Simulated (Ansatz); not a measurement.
**A computed series for hypothetical zinc blende HgO: pressure series**

Take HgO in the zinc blende structure (space group F-43m, No. 216; a hypothetical phase, not in the database extracts checked) as the base.

```yaml
crystal:
  lattice:
    - [0.00000, 2.59797, 2.59797]
    - [2.59797, 0.00000, 2.59797]
    - [2.59797, 2.59797, 0.00000]
  atoms:
    - { symbol: O, position: [0.75000, 0.75000, 0.75000] }
    - { symbol: Hg, position: [0.00000, 0.00000, 0.00000] }
```

Cell and atoms are relaxed at each pressure.

Calculations: PBEsol (Ansatz, a program for electronic structure, PAW, no spin-orbit coupling).

| P (GPa) | V (Å³/atom) |
|---|---|
| -2.00 | 17.931 |
| -1.00 | 17.727 |
| 1.80 | 17.221 |
| 4.20 | 16.846 |
| 9.00 | 16.215 |
| 18.00 | 15.306 |
| 30.00 | 14.415 |
| 45.00 | 13.590 |
| 60.00 | 12.953 |

Problem. Fit a third-order Birch–Murnaghan equation of state.

Solution. Least squares on P(V) = (3B₀/2)[(V₀/V)^(7/3) − (V₀/V)^(5/3)]·[1 + (3/4)(B₀′ − 4)((V₀/V)^(2/3) − 1)] gives V₀ = 17.54 Å³/atom, B₀ = 96 GPa and B₀′ = 4.8.

Load acts through the strain it causes; cell and atoms are relaxed under it. Whether these cells are dynamically stable was not tested. No other phases were tried under pressure. The final runs are not spin-polarised.
